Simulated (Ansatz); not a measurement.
The reference is SnO (space group P4/nmm, No. 129; a = 3.7685 Å, c = 4.5571 Å; layered, stacked along the Cartesian z axis; relaxed with 0.1 eV smearing). Axes: x, y, z lie along a, b, c of the conventional cell.

Method: plane-wave PAW DFT at the PBEsol-D3(BJ) level (Ansatz, a quantum-chemistry and plane-wave program, 420 eV), scalar-relativistic without spin-orbit coupling.

The change: uniaxial strain ε_xx = −3.00 %, all other strain components held at zero, atoms relaxed at fixed cell.

Task: How does this affect the stress and largest internal atomic displacement?

Result: The stress (xx, yy, zz, yz, xz, xy; compression positive) comes out as (3.3, 2.9, 0.7, 0.0, 0.0, 0.0) GPa; the largest internal atomic displacement is 0.028 Å.

Whether these cells are dynamically stable was not tested. The final runs are not spin-polarised.
